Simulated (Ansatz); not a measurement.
Consider TiN in the rock salt structure (space group Fm-3m, No. 225; a = 4.205 Å; relaxed with 0.1 eV smearing).

Computed with Ansatz (an electronic-structure program), PBEsol, PAW, cutoff 420 eV, no SOC.

Base values:

```
Property   Result
--------  -------
Pressure  0.0 GPa
```

The change: an isotropic linear strain of −1.65 %, atoms relaxed at fixed cell.

Problem. How does this affect the energy relative to the base?

Solution. The energy rises by 22 meV/atom.

Problem. What does the calculation give for the pressure after the change?

Solution. The pressure goes from zero to 16.6 GPa.

Stability against distortions was not tested. The base started in Pnma and relaxed to Fm-3m at this level. All final runs are without spin polarisation. An odd electron count without spin: TiN.
